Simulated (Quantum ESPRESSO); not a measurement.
## Convergence series on KBr (Fm-3m, 2 atoms in the cell)

```xyz
2
Lattice="-3.2988 0.0000 3.2988 0.0000 3.2988 3.2988 -3.2988 3.2988 0.0000" Properties=species:S:1:pos:R:3 pbc="T T T"
K      0.0000     0.0000     0.0000
Br    -3.2988     3.2988     3.2988
```

Level of theory: PBE, GBRV 1.5 ultrasoft (PBE) pseudopotentials (plane waves; Quantum ESPRESSO 7.5).

The starting cell comes from a database of computed structures (which also holds hypothetical and non-ambient phases and stackings), without a prior relaxation at this level. Its lattice was rescaled by a random factor within 2.5 % of one.

Held fixed: occupations = fixed; potentials = {K: k_pbe_v1.4.uspp.F.UPF, Br: br_pbe_v1.4.uspp.F.UPF}; K_POINTS = automatic 9 9 9 0 0 0; nbnd = 14; conv_thr = 1e-11 Ry; mixing_beta = 0.5. Moved along with it: ecutrho.

ΔF is the free energy per atom less that of the last row (80 Ry).

```csv
ecutwfc,ΔF (meV/atom),pressure (GPa),gap on the mesh (eV),plane waves,iterations
16 Ry,457.0,-1.73,4.398,534,13
20 Ry,329.5,-0.35,4.444,751,11
24 Ry,261.8,-0.56,4.439,974,10
28 Ry,180.7,-0.98,4.436,1243,10
32 Ry,104.1,-0.84,4.435,1491,10
36 Ry,50.9,-0.35,4.436,1807,11
40 Ry,21.9,0.16,4.437,2085,10
46 Ry,7.6,0.63,4.438,2637,11
52 Ry,6.3,0.72,4.438,3119,11
60 Ry,4.9,0.67,4.438,3839,11
70 Ry,1.50,0.67,4.438,4817,12
80 Ry,0.00,0.72,4.438,5883,11
```

Gap on the mesh within 0.02 eV of the last row: from ecutwfc = 20 Ry on; the one before it is off by 0.040 eV. The value it settles on is 4.438 eV at this level of theory and with the other settings as held.

The gap is read on the k-point mesh of the run and can differ from the gap over the whole zone at this level.
